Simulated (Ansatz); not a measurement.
Take KBr in the rock salt structure (space group Fm-3m, No. 225; a = 6.608 Å) as the base. Axes: x, y, z lie along the cube axes.

The values are results of DFT with r2SCAN, PAW potentials and a 500 eV plane-wave cutoff in Ansatz (a program for electronic structure), no spin-orbit coupling, not measurements.

Base values:

- Electron mass = 0.39 mₑ (at Γ)
- Valley order = Γ 5.07 eV; X along ⟨100⟩ 6.36 eV

The change: compressive biaxial strain of 1.34 % in the plane normal to [110], as in epitaxy on a mismatched substrate; the out-of-plane cell vector and the atoms relax.

Problem. How does this affect the electron mass, out-of-plane strain, valley order and in-plane stress?

Solution. The electron mass becomes 0.38 mₑ (at Γ) (base: 0.39 mₑ (at Γ)); the out-of-plane strain is +1.08 %; the valley order (the lowest conduction-band minima on the path, energy above the VBM, named in the base's zone) becomes Γ 5.09 eV; X along [001] 6.30 eV; X along [010] 6.32 eV (base: Γ 5.07 eV; X along ⟨100⟩ 6.36 eV); the mean in-plane stress (compression positive) is +0.4 GPa.

The levels and masses belong to the bands next to the band gap. Effective masses come from finite differences of ±0.01 Å⁻¹. Stability against distortions was not tested.
